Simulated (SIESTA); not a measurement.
**Input and output of a self-consistent single point for Te (P3_121, 3 atoms in the cell) (SIESTA)**

Method of the run: SIESTA with LDA PW92, numerical atomic orbitals DZP, PseudoDojo LDA standard norm-conserving potentials (rewritten from UPF to PSML).

Input:

```
# files in the folder: Te.psml (PseudoDojo LDA standard)
SystemName  Te
SystemLabel Te

NumberOfAtoms                3
NumberOfSpecies              1
%block ChemicalSpeciesLabel
  1 52 Te
%endblock ChemicalSpeciesLabel
LatticeConstant              1.0 Ang
%block LatticeVectors
     2.218850000   -3.843161000    0.000000000
     2.218850000    3.843161000    0.000000000
     0.000000000    0.000000000    5.900350000
%endblock LatticeVectors
AtomicCoordinatesFormat      Bohr
%block AtomicCoordinatesAndAtomicSpecies
     1.102763947    1.910043218    7.433363730  1
     6.180509728   -0.000000000    0.000000000  1
     1.102763947   -1.910043218    3.716681809  1
%endblock AtomicCoordinatesAndAtomicSpecies

XC.functional                LDA
XC.authors                   PW92
PAO.BasisSize                DZP
PAO.EnergyShift              0.01 Ry
MeshCutoff                   350 Ry
%block kgrid.MonkhorstPack
    7   0   0  0.0
    0   7   0  0.0
    0   0   4  0.0
%endblock kgrid.MonkhorstPack
OccupationFunction           FD
ElectronicTemperature        232.09 K

MaxSCFIterations             150
SCF.Mixer.Method             Pulay
SCF.Mixer.Weight             0.25
SCF.Mixer.History            6
SCF.DM.Tolerance             1.0E-04
Diag.ParallelOverK           true
WriteForces                  true
Charge.Mulliken              end
```

Output, abridged:

```
reinit: Reading from file input.fdf

reinit: System Name: Te
reinit: System Label: Te

coor:   Atomic-coordinates input format  =     Cartesian coordinates
coor:                                            (in Bohr units)

siesta: Atomic coordinates (Bohr) and species
siesta:      1.10276   1.91004   7.43336  1        1
siesta:      6.18051  -0.00000   0.00000  1        2
siesta:      1.10276  -1.91004   3.71668  1        3

siesta: System type = bulk

initatomlists: Number of atoms, orbitals, and projectors:      3    54    99

siesta: ******************** Simulation parameters ****************************
redata: Spin configuration                          = none
redata: Time-Reversal Symmetry                      = T
redata: Number of Atomic Species                    =        1
redata: Mesh Cutoff                                 =   350.0000 Ry
redata: Net charge of the system                    =     0.0000 |e|
redata: Min. number of SCF Iter                     =        0
redata: Max. number of SCF Iter                     =      150
redata: SCF convergence failure will abort job
redata: SCF mix quantity                            = Hamiltonian
redata: Mix DM or H after convergence               =   F
redata: Recompute H after scf cycle                 =   F
redata: Mix DM in first SCF step                    =   T
redata: No kicks to SCF
redata: DM Mixing Weight for Kicks                  =     0.5000
redata: Require Harris convergence for SCF          =   F
redata: Harris energy tolerance for SCF             =     0.000100 eV
redata: Require DM convergence for SCF              =   T
redata: DM tolerance for SCF                        =     0.000100
redata: Require EDM convergence for SCF             =   F
redata: EDM tolerance for SCF                       =     0.001000 eV
redata: Require H convergence for SCF               =   T
redata: Hamiltonian tolerance for SCF               =     0.001000 eV
redata: Require (free) Energy convergence for SCF   =   F
redata: (free) Energy tolerance for SCF             =     0.000100 eV
redata: Using DFT-D3 dispersion                     =   F
redata: Using Saved Data (generic)                  =   F
redata: Method of Calculation                       = Diagonalization
redata: Electronic Temperature                      =   232.0900 K
redata: Number of TDED substeps                     =        3
redata: Dynamics option                             = Single-point calculation
redata: Save all siesta data in one NC              =   F
redata: ***********************************************************************

%block SCF.Mixers
  Pulay
%endblock SCF.Mixers

%block SCF.Mixer.Pulay
  # Mixing method
  method pulay
  variant stable

  # Mixing options
  weight 0.2500
  weight.linear 0.2500
  history 6
%endblock SCF.Mixer.Pulay

DM_history_depth set to one: no extrapolation allowed by default for geometry relaxation
Size of DM history Fstack: 1
Total number of electrons:    48.000000
Total ionic charge:    48.000000

* ProcessorY, Blocksize:    1  55

* Orbital distribution balance (max,min):    54    54

k-point displ. along   3 input, could be:     0.00    0.50
 Kpoints in:          112 . Kpoints trimmed:          102

siesta: k-grid: Number of k-points = 102
siesta: k-points from Monkhorst-Pack grid
siesta: k-cutoff (effective) =    11.801 Ang
siesta: k-point supercell and displacements
siesta: k-grid:     7     0     0      0.000
siesta: k-grid:     0     7     0      0.000
siesta: k-grid:     0     0     4      0.000

diag: Algorithm                                     = D&C
diag: Parallel over k                               =   F
diag: Use parallel 2D distribution                  =   F
diag: Parallel block-size                           = 55
diag: Parallel distribution                         =     1 x     1
diag: Used triangular part                          = Lower
diag: Absolute tolerance                            =  0.100E-15
diag: Orthogonalization factor                      =  0.100E-05
diag: Memory factor                                 =  1.0000

superc: Internal auxiliary supercell:     5 x     5 x     5  =     125
superc: Number of atoms, orbitals, and projectors:    375   6750  12375

                        Single-point calculation

superc: Internal auxiliary supercell:     5 x     5 x     5  =     125
superc: Number of atoms, orbitals, and projectors:    375   6750  12375

outcell: Unit cell vectors (Ang):
        2.218850   -3.843161    0.000000
        2.218850    3.843161    0.000000
        0.000000    0.000000    5.900350

outcell: Cell vector modules (Ang)   :    4.437700    4.437700    5.900350
outcell: Cell angles (23,13,12) (deg):     90.0000     90.0000    120.0000
outcell: Cell volume (Ang**3)        :    100.6293
new_DM -- step:     1
Initializing Density Matrix...

Attempting to read DM from file... Failed...
DM filled with atomic data:

InitMesh: MESH = 48 x 48 x 72 = 165888
InitMesh: Mesh cutoff (required, used) =   350.000   411.539 Ry

stepf: Fermi-Dirac step function

        iscf     Eharris(eV)        E_KS(eV)     FreeEng(eV)     dDmax    Ef(eV) dHmax(eV)
   scf:    1    -8533.861115    -8531.590158    -8531.590158  0.516802 -2.979782  2.964949
   scf:    2    -8532.021274    -8531.816231    -8531.816231  0.053527 -3.120241  1.945602
   scf:    3    -8532.030090    -8531.948084    -8531.948084  0.086670 -3.370805  0.159249
   scf:    4    -8531.954031    -8531.951758    -8531.951758  0.007517 -3.387256  0.017139
   scf:    5    -8531.951782    -8531.951785    -8531.951785  0.003087 -3.377293  0.031351
   scf:    6    -8531.951837    -8531.951815    -8531.951815  0.000840 -3.379743  0.001324
   scf:    7    -8531.951815    -8531.951815    -8531.951815  0.000048 -3.380053  0.000156

SCF Convergence by DM+H criterion
max |DM_out - DM_in|         :     0.0000475687
max |H_out - H_in|      (eV) :     0.0001559288
SCF cycle converged after 7 iterations

Using DM_out to compute the final energy and forces

siesta: E_KS(eV) =            -8531.9518

siesta: E_KS - E_eggbox =     -8531.9518

siesta: Atomic forces (eV/Ang):
     1    0.502882    0.871017   -0.000001
     2   -1.005765    0.000000   -0.000000
     3    0.502882   -0.871017    0.000001
   Tot   -0.000000   -0.000000   -0.000000
   Max    1.005765
   Res    0.580678    sqrt( Sum f_i^2 / 3N )
   Max    1.005765    constrained

Stress tensor Voigt[x,y,z,yz,xz,xy] (kbar):        5.15        5.15      -25.27        0.00       -0.00        0.00
(Free)E + p*V (eV/cell)    -8531.6383
Target enthalpy (eV/cell)    -8531.9518

siesta: Program's energy decomposition (eV):
siesta: Ebs     =     -1394.163208
siesta: Eions   =      9394.640535
siesta: Ena     =       526.270549
siesta: Ekin    =      4626.241187
siesta: Enl     =     -2349.219900
siesta: Eso     =         0.000000
siesta: Edftu   =         0.000000
siesta: DEna    =        31.837776
siesta: DUscf   =         0.803908
siesta: DUext   =         0.000000
siesta: Ex      =     -1819.046358
siesta: Ec      =      -154.198442
siesta: Exc     =     -1973.244800
siesta: Eharris =     -8531.951815
siesta: Etot    =     -8531.951815
siesta: FreeEng =     -8531.951815

siesta: Atomic forces (eV/Ang):
siesta:      1    0.502882    0.871017   -0.000001
siesta:      2   -1.005765    0.000000   -0.000000
siesta:      3    0.502882   -0.871017    0.000001
siesta: ----------------------------------------
siesta:    Tot   -0.000000   -0.000000   -0.000000

siesta: Stress tensor (static) (eV/Ang**3):
siesta:     0.003212    0.000000   -0.000000
siesta:     0.000000    0.003212    0.000000
siesta:    -0.000000    0.000000   -0.015773

siesta: Cell volume =        100.629263 Ang**3

siesta: Pressure (static):
siesta:                Solid            Molecule  Units
siesta:           0.00003394          0.00006791  Ry/Bohr**3
siesta:           0.00311596          0.00623552  eV/Ang**3
siesta:           4.99232426          9.99040219  kBar

mulliken: Atomic and Orbital Populations:

Species: Te
Atom  Qatom  Qorb
               5s      5s      5py     5pz     5px     5py     5pz     5px
               4dxy    4dyz    4dz2    4dxz    4dx2-y2 5dxy    5dyz    5dz2
               5dxz    5dx2-y2
   1 16.000   1.779   0.074   1.131   0.978   1.286   0.107   0.147   0.094
              2.003   2.006   2.003   2.006   2.003   0.062   0.120   0.044

              0.098   0.057
   2 16.000   1.779   0.074   1.364   0.978   1.054   0.087   0.147   0.114
              2.003   2.005   2.003   2.006   2.004   0.055   0.087   0.044

              0.131   0.065
   3 16.000   1.779   0.074   1.131   0.978   1.286   0.107   0.147   0.094
              2.003   2.006   2.003   2.006   2.003   0.062   0.120   0.044

              0.098   0.057

mulliken: Qtot =       48.000

Mulliken Atomic Populations:
Atom #   charge [q] valence [e]  Species
     1     0.000000   16.000000  Te
     2    -0.000000   16.000000  Te
     3     0.000000   16.000000  Te
 Total     0.000000
```

The run converged in 7 iterations.

The starting cell has typed, rounded lattice constants, without a prior relaxation at this level. Its lattice was rescaled by up to half a per cent. Values carry the incompleteness of an atom-centred basis. Forces in this geometry exceed 1 eV/Å.
